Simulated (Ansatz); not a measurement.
Consider a periodic stack without vacuum, zinc-blende GaAs (1 1 1) on wurtzite AlN (0 0 1) (film strained to the substrate, faces as cut): substrate slab Al42N42, film As16Ga16, surface cells [[-3, -1], [-2, -3]] and [[-2, 2], [-2, 0]], film strained by +1.9 and +1.9 %, faces N/Al and Ga/As as cut (like faces can put a slab off its formula). Its start:

```
CELL_PARAMETERS angstrom
      8.28187     0.00000    -0.00530
      4.14094     7.17231    -0.00517
     -0.75737    -0.94906    28.09820
ATOMIC_POSITIONS crystal
  Al 0.66702 0.67627 0.05423
  Al 0.23677 0.81578 0.05110
  Al 0.53003 0.38201 0.05212
  Al 0.09899 0.52339 0.05248
  Al 0.38482 0.09519 0.05265
  Al 0.94512 0.24487 0.05487
  Al 0.80309 0.95972 0.05345
  Al 0.90739 0.49350 0.14295
  Al 0.47692 0.63589 0.14227
  Al 0.76260 0.20765 0.14170
  Al 0.33502 0.34975 0.14217
  Al 0.62039 0.92181 0.14130
  Al 0.19226 0.06379 0.14249
  Al 0.05071 0.77841 0.14207
  N  0.66825 0.67846 0.12291
  N  0.23958 0.82386 0.12019
  N  0.52278 0.39647 0.12132
  N  0.09726 0.53755 0.12109
  N  0.37925 0.11079 0.12177
  N  0.95442 0.25300 0.12305
  N  0.81282 0.96535 0.12287
  N  0.90503 0.47819 0.03459
  N  0.47623 0.62354 0.03282
  N  0.76296 0.19065 0.03749
  N  0.33867 0.33064 0.03223
  N  0.61805 0.90642 0.03894
  N  0.18288 0.05460 0.03292
  N  0.04712 0.76076 0.03342
  Al 0.67029 0.69609 0.23053
  Al 0.24203 0.83843 0.23107
  Al 0.52756 0.40978 0.23053
  Al 0.09985 0.55256 0.23096
  Al 0.38526 0.12352 0.23045
  Al 0.95604 0.26694 0.23071
  Al 0.81363 0.98100 0.23002
  Al 0.91125 0.51728 0.31874
  Al 0.48297 0.65934 0.31867
  Al 0.76795 0.23119 0.31839
  Al 0.34000 0.37379 0.31853
  Al 0.62539 0.94585 0.31846
  Al 0.19714 0.08875 0.31870
  Al 0.05378 0.80281 0.31869
  N  0.67256 0.70491 0.29947
  N  0.24409 0.84781 0.29975
  N  0.52951 0.41921 0.29919
  N  0.10133 0.56205 0.29954
  N  0.38686 0.13335 0.29914
  N  0.95822 0.27652 0.29958
  N  0.81559 0.99038 0.29906
  N  0.90885 0.50254 0.21120
  N  0.47881 0.64563 0.21065
  N  0.76499 0.21728 0.21050
  N  0.33653 0.35934 0.21050
  N  0.62234 0.93089 0.21027
  N  0.19374 0.07310 0.21079
  N  0.05250 0.78713 0.21048
  Al 0.67534 0.71988 0.40637
  Al 0.24730 0.86249 0.40647
  Al 0.53228 0.43324 0.40702
  Al 0.10577 0.57599 0.40689
  Al 0.39005 0.14960 0.40712
  Al 0.96128 0.29089 0.40632
  Al 0.81844 0.00529 0.40651
  Al 0.91746 0.54115 0.49591
  Al 0.48802 0.68380 0.49618
  Al 0.77268 0.25657 0.49670
  Al 0.34478 0.40032 0.50108
  Al 0.62980 0.97103 0.49652
  Al 0.20289 0.11362 0.49641
  Al 0.05984 0.82637 0.49654
  N  0.67772 0.72950 0.47589
  N  0.24919 0.87255 0.47597
  N  0.53423 0.44368 0.47655
  N  0.10714 0.58583 0.47635
  N  0.39216 0.15945 0.47667
  N  0.96335 0.30017 0.47584
  N  0.82095 0.01492 0.47601
  N  0.91364 0.52693 0.38796
  N  0.48483 0.66860 0.38785
  N  0.77006 0.24085 0.38761
  N  0.34212 0.38359 0.38739
  N  0.62707 0.95571 0.38767
  N  0.19976 0.09815 0.38786
  N  0.05623 0.81227 0.38785
  As 0.49911 0.12750 0.62524
  As 0.99795 0.12913 0.62047
  As 0.49443 0.62367 0.62155
  As 0.00277 0.62492 0.62130
  As 0.16262 0.81586 0.73454
  As 0.67612 0.80242 0.73782
  As 0.16554 0.30836 0.73791
  As 0.66948 0.31401 0.73768
  As 0.84089 0.49340 0.86383
  As 0.33034 0.49900 0.84391
  As 0.83128 0.00709 0.85394
  As 0.34912 0.98428 0.84721
  As 0.44815 0.22517 0.96282
  As 0.07937 0.11626 0.96250
  As 0.53517 0.62728 0.95969
  As 0.99611 0.72309 0.96138
  Ga 0.83085 0.95796 0.60848
  Ga 0.33449 0.95714 0.60875
  Ga 0.82753 0.46404 0.60773
  Ga 0.33422 0.44635 0.59582
  Ga 0.49682 0.64310 0.71196
  Ga 0.00581 0.63586 0.71140
  Ga 0.50252 0.13911 0.71557
  Ga 0.99711 0.14457 0.71092
  Ga 0.16079 0.32254 0.82697
  Ga 0.67404 0.33553 0.82634
  Ga 0.15644 0.83679 0.82363
  Ga 0.68784 0.80812 0.82649
  Ga 0.80547 0.05926 0.94296
  Ga 0.39292 0.95715 0.93248
  Ga 0.89915 0.46999 0.96257
  Ga 0.31124 0.53600 0.92921
```

The start was prepared with a machine-learned potential, and the result is one local minimum, with the in-plane cell held and forces under 0.04 eV/Å; the film can end far from its bulk form.

Level of theory: PBE (plane waves to 420 eV, PAW; Ansatz, an electronic-structure program). Spin–orbit coupling is left out; the runs are not spin-polarised; PBE gaps are too small against experiment. Its k-point mesh 3×3×1, Fermi–Dirac width 0.05 eV.

**Question.** Predict the relaxed interface.

**Answer.** 
- interface area: 59.4 Å²
- period: 28.17 Å
- gaps between the outermost planes at the two interfaces: 2.28 and 1.83 Å
- Al–Ga contacts across the interfaces within 1.22 times the sum of covalent radii: 6, mean 2.71 Å
- As–N contacts across the interfaces within 1.22 times the sum of covalent radii: 4, mean 2.02 Å
- Al–As contacts across the interfaces within 1.22 times the sum of covalent radii: 2, mean 2.88 Å
- Ga–N contacts across the interfaces within 1.22 times the sum of covalent radii: 2, mean 2.12 Å
- two interfaces: unlike, so that offsets are their mean
